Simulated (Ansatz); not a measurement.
# What pressure 9 GPa does to BeS

Base system: BeS in the zinc blende structure (space group F-43m, No. 216; a = 4.7964 Å).

It is then changed as follows: cell and atoms relaxed at a pressure of 9 GPa.

Computed with Ansatz (an electronic-structure program) LDA, scalar-relativistic without spin-orbit coupling. Γ-centred 12×12×12 mesh, Fermi–Dirac width 0.05 eV.

| quantity | base | changed | shift |
|---|---|---|---|
| volume per atom | 13.79 Å³ | 12.78 Å³ | -1.01 Å³ |
| density | 2.47 g/cm³ | 2.67 g/cm³ | +0.20 g/cm³ |
| lattice parameter a | 4.796 Å | 4.676 Å | -0.120 Å |
| shortest interatomic distance | 2.077 Å | 2.025 Å | -0.052 Å |
| band gap | 2.82 eV | 2.64 eV | -0.187 eV |
| gap character | indirect, Γ → X | indirect, Γ → X | – |
| smallest direct gap | 5.49 eV | 5.44 eV | -0.045 eV |
| mean gap deformation potential ΔEg/Δln V | – | +2.5 eV | – |
| width of the top valence band | 3.57 eV | 3.97 eV | +0.40 eV |
| electron mass | 0.80 mₑ along k, 0.28 mₑ across (at X) | 0.78 mₑ along k, 0.26 mₑ across (at X) | – |

Final structure:

```xyz
2
Lattice="0.0000 2.3379 2.3379 2.3379 0.0000 2.3379 2.3379 2.3379 0.0000" Properties=species:S:1:pos:R:3 pbc="T T T"
Be     0.0000     0.0000     0.0000
S      1.1690     1.1690     1.1690
```

Load acts through the strain it causes; cell and atoms are relaxed under it. Masses are band curvatures over ±0.01 Å⁻¹ around the edge. Along k means along the line from Γ to the band edge. No phonon test of stability was made. Competing high-pressure phases were not computed.
